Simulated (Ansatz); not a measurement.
A computed series for MoS2: pressure series

Start from MoS₂ in the 2H-MoS2 type structure (space group P6_3/mmc, No. 194; layered, stacked along the Cartesian z axis).

```xyz
6
Lattice="3.1730 0.0000 0.0000 -1.5865 2.7479 0.0000 0.0000 0.0000 12.4366" Properties=species:S:1:pos:R:3 pbc="T T T"
Mo     0.0000     1.8319     3.1091
Mo     1.5865     0.9160     9.3274
S      0.0000     1.8319     7.7717
S      1.5865     0.9160     1.5534
S      1.5865     0.9160     4.6649
S      0.0000     1.8319    10.8832
```

Cell and atoms are relaxed at each pressure.

Calculations: r2SCAN+rVV10 (Ansatz, a quantum-chemistry and plane-wave program; PAW; 500 eV plane waves; spin-orbit coupling left out).

```csv
case,width of the top valence band,c/a ratio,band gap,shortest interatomic distance
base,1.68 eV,3.920,1.01 eV,240.3 pm
pressure 0.9 GPa,1.74 eV,3.869,0.93 eV,240.0 pm
pressure 2.1 GPa,1.80 eV,3.825,0.85 eV,239.6 pm
pressure 4.5 GPa,1.89 eV,3.766,0.72 eV,238.9 pm
pressure 9 GPa,2.03 eV,3.707,0.54 eV,237.7 pm
pressure 15 GPa,2.17 eV,3.666,0.35 eV,236.3 pm
pressure 22.5 GPa,2.34 eV,3.639,0.13 eV,234.7 pm
pressure 30 GPa,–,3.625,zero,233.3 pm
```

A case with no gap was solved on a k-mesh chosen for an insulator, which is coarse for it. Load acts through the strain it causes; cell and atoms are relaxed under it. Whether these cells are dynamically stable was not tested. No other phases were tried under pressure. The final runs are not spin-polarised. A zero or small gap of MoS2 under pressure 22.5 GPa and MoS2 under pressure 30 GPa can be the functional's error rather than a property of the material.
